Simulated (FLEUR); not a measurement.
A self-consistent single point of V₃Sn (Pm-3n, 8 atoms in the cell) with FLEUR.

Method of the run: LDA (Vosko-Wilk-Nusair), all-electron FLAPW (FLEUR), scalar-relativistic valence run with FLEUR.

The change in words: lattice scaled by 0.98. Reference geometry:
```yaml
crystal:
  lattice:
    - [4.81661, 0.00000, 0.00000]
    - [0.00000, 4.81661, 0.00000]
    - [0.00000, 0.00000, 4.81661]
  atoms:
    - { symbol: V, position: [0.50000, 0.25000, 0.00000] }
    - { symbol: V, position: [0.50000, 0.75000, 0.00000] }
    - { symbol: V, position: [0.25000, 0.00000, 0.50000] }
    - { symbol: V, position: [0.75000, 0.00000, 0.50000] }
    - { symbol: V, position: [0.00000, 0.50000, 0.25000] }
    - { symbol: V, position: [0.00000, 0.50000, 0.75000] }
    - { symbol: Sn, position: [0.50000, 0.50000, 0.50000] }
    - { symbol: Sn, position: [0.00000, 0.00000, 0.00000] }
```

Reference input (self-consistent single point, DFT, LDA (Vosko-Wilk-Nusair), all-electron FLAPW (FLEUR), scalar-relativistic valence): Kmax = 3.8 1/bohr; GmaxXC = 13.3 1/bohr; xcFunctional = vwn; jspins = 1; l_soc = F; mode = hist; fermiSmearingEnergy = 0.00367493 Htr; mesh (inpgen div1-3) = 5 5 5; inpgen gamma flag = false; Gmax = 13.3 1/bohr; numbands = 0; maxIterBroyd = 99. This run's input differs from it in these lines:

```diff
@@ -3,5 +3,5 @@
 &input film=f /
-9.1020680800 0.0000000000 0.0000000000
-0.0000000000 9.1020680800 0.0000000000
-0.0000000000 0.0000000000 9.1020680800
+8.9200269829 0.0000000000 0.0000000000
+0.0000000000 8.9200269829 0.0000000000
+0.0000000000 0.0000000000 8.9200269829
 1.0
@@ -50,5 +50,5 @@
          <bravaisMatrix>
-            <row-1>    9.1020680800000004     0.0000000000000000     0.0000000000000000</row-1>
-            <row-2>    0.0000000000000000     9.1020680800000004     0.0000000000000000</row-2>
-            <row-3>    0.0000000000000000     0.0000000000000000     9.1020680800000004</row-3>
+            <row-1>    8.9200269828999996     0.0000000000000000     0.0000000000000000</row-1>
+            <row-2>    0.0000000000000000     8.9200269828999996     0.0000000000000000</row-2>
+            <row-3>    0.0000000000000000     0.0000000000000000     8.9200269828999996</row-3>
          </bravaisMatrix>
```

Output (repeated stretches shortened):

```
 Iteration:     1   Distance:      11.61586234 me/bohr^3
 Iteration:     2   Distance:      10.55028077 me/bohr^3
 Iteration:     3   Distance:       4.52272308 me/bohr^3
 Iteration:     4   Distance:       1.68559686 me/bohr^3
 Iteration:     5   Distance:       1.04155229 me/bohr^3
   [... 6 lines left out ...]
 Iteration:    12   Distance:       0.00077498 me/bohr^3
 Iteration:    13   Distance:       0.00010380 me/bohr^3
 Iteration:    14   Distance:       0.00006324 me/bohr^3
 Iteration:    15   Distance:       0.00000530 me/bohr^3
 Run finished successfully
 Stop message:
   Structural relaxation: Done

[file out, last iteration]
             iter=     16
[...]
          total density-effective poten   -2.9454863633E+04
          total charge density-energy d   -5.8172983379E+02
 Updated energy parameters for spin:           1
[...]
 fermi energy and band-weighting factors:
   [... 8 lines left out ...]

[...]
FERMIE:
          first approx. to ef    (T=0)  :   0.483969 htr   (energy of the highest occ. eigenvalue)
          number of occ. states  (T=0)  :        532
          first approx. to seigv (T=0)  : -44.405039 htr
          sum of weights of occ. states :  53.136000
          sum of semicore charge        :   0.000000 e
FERHIS:  Fermi-Energy by histogram:
          bandgap                     :   0.000211 htr
   [... lines left out ...]
          charge neutrality (T=0)     :   0.272000    (zero if the highest occ. eigenvalue is "entirely" occupied)
     EF_NEWTON:  Adjust Fermi-Energy by Newton-Method.
 Direct bandgap for spin            1 :    2.0558377747752488E-003  Htr
 ---->    free energy=                    -18032.2432357185 htr
   [... lines left out ...]
      extrapolation for T->0
 ---->    total electron energy=          -18032.2368130861 htr
 ***** TOTAL FORCES ON ATOMS *****
 TOTAL FORCE FOR ATOM TYPE=  1  X=  4.460   Y=  2.230   Z=  0.000
                       FX_TOT= 0.000000 FY_TOT= 0.000000 FZ_TOT= 0.000000
 TOTAL FORCE FOR ATOM TYPE=  2  X=  4.460   Y=  4.460   Z=  4.460
                       FX_TOT= 0.000000 FY_TOT= 0.000000 FZ_TOT= 0.000000
 Structural relaxation: Done
```

The run converged in 15 iterations. FLEUR gives forces in its relaxation mode, with a further iteration, so its stop message speaks of a relaxation. Against the reference run the free energy rises by 60.2 meV/atom.

The starting cell comes from a database of computed structures (which also holds hypothetical and non-ambient phases and stackings), without a prior relaxation at this level. Its lattice was rescaled by a random factor within 2.5 % of one. For this run, on top of that: lattice scaled by 0.98. Spin polarisation is off. Values depend on the basis (sphere radii, cutoffs, local orbitals), which need not be converged. The log's line on a gap gives a spacing of levels on this mesh, which the program prints for metals too.

Cost on one core of a shared machine: roughly 2 min.
